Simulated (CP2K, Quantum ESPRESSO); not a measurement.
**Equation of state of rutile-structure TiO2 (space group 136): energy against volume (CP2K, PBE)**

```
CELL_PARAMETERS angstrom
      4.54082     0.00000     0.00000
      0.00000     4.54082     0.00000
      0.00000     0.00000     2.92829
ATOMIC_POSITIONS crystal
  Ti 0.00000 0.00000 0.00000
  Ti 0.50000 0.50000 0.50000
  O  0.30500 0.30500 0.00000
  O  0.80500 0.19500 0.50000
  O  0.19500 0.80500 0.50000
  O  0.69500 0.69500 0.00000
```

Level of theory: PBE, GPW, DZVP-MOLOPT-SR-GTH basis, GTH-PBE potentials (GTH_POTENTIALS) (CP2K 2026.2). Settings: CUTOFF = 780 Ry; REL_CUTOFF = 40 Ry; SMEAR/METHOD = FERMI_DIRAC; ELECTRONIC_TEMPERATURE = 116.05 K; KPOINTS/SCHEME = MONKHORST-PACK 7 7 11; XC_FUNCTIONAL = PBE; Ti/BASIS_SET = DZVP-MOLOPT-SR-GTH-q12; Ti/POTENTIAL = GTH-PBE-q12; O/BASIS_SET = DZVP-MOLOPT-SR-GTH-q6; O/POTENTIAL = GTH-PBE-q6; METHOD = GPW; EPS_DEFAULT = 1e-10; NGRIDS = 5; SCF_GUESS = ATOMIC; EPS_SCF = 1e-06; MAX_SCF = 100. The cell above is the first row's. The rows scale it uniformly. In all rows fractional positions and the k mesh are held. E is the free energy at the stated smearing, counted from the lowest row.

| V (Å^3/atom) | E (meV/atom) |
|---|---|
| 10.063 | 24.26 |
| 10.277 | 9.00 |
| 10.491 | 1.16 |
| 10.705 | 0.00 |
| 10.920 | 4.85 |
| 11.134 | 15.08 |
| 11.348 | 30.16 |
| 11.562 | ? |

Taking the third-order Birch-Murnaghan form, a cubic in V^(-2/3) for E over the 7 complete rows: With u = V^(-2/3) - 0.206, the rows have u = 0.008543, 0.005555, 0.002668, -0.000123, -0.002834, -0.005445, -0.007975. Least squares gives E = -0.087 - 606.16·u + 401960·u² + 302265·u³. Residuals (row less fit): 0.001, -0.001, -0.003, 0.006, -0.002, -0.002, 0.001; standard error 0.005 (degrees of freedom: 3). Its minimum lies at u = 0.000753, so V0 = (0.206753)^(-3/2) = 10.64. There d²E/du² = 805300 and d³E/du³ = 1814000, so B0 = (4/9) × 10.64^(-7/3) × 805300 × 0.160218 = 230 GPa (the last factor turns the table's units into GPa), and B0' = 4 + (2/3) × 0.206753 × (1814000)/805300 = 4.3. The program's pressures in the fitted runs (not shown) pass through zero at V = 10.64, 0.00 % from this V0.

Problem. Estimate the missing E (V = 11.562); what did the run itself give?

Solution. u = -0.010426, so E = -0.087 - 606.16 × (-0.010426) + 401960 × (-0.010426)² + 302265 × (-0.010426)³ = 49.584 meV/atom. The calculation gives 49.60 meV/atom, 0.016 meV/atom above the prediction (under 0.05 % of the range of E in the table). The row lies outside the fitted rows, so this is an extrapolation. From the scatter of the fitted rows alone, a prediction at this place has a standard error of 0.013 meV/atom, so the miss is 1.3 times that.

Carrying the step between the two nearest rows on in a straight line would have given 45.24, off by 4.36; series whose last step already gives the withheld value aren't shown. The scan was laid around a cell of about the measured size, scaled by a guess for this functional; axis ratios and inner coordinates come from that cell. The runs keep the symmetry of the cell, so they don't test it for distortions. A plane-wave scan with the same functional (Quantum ESPRESSO, GBRV) gives V0 = 10.65 Å^3/atom and B0 = 227 GPa; a Birch-Murnaghan fit to all rows here lies -0.1 % from it in V0 and 1 % in B0; the two differ in basis, and may differ in potentials and mesh. Values carry the incompleteness of an atom-centred basis. The shape of the cell and the inner coordinates aren't relaxed, so V0 and B0 belong to this uniform scaling; a relaxed crystal lies no higher in energy and is usually softer (forces reach 0.38 eV/Å in these rows). 1 of the planned runs didn't end soundly and are left out. Cutoffs and mesh are single choices, not tested for convergence of this quantity. Series with a scatter that would blur these digits, or in which a gap closes, are not shown. Nor are scans whose minimum lies at an end fitted in this form.
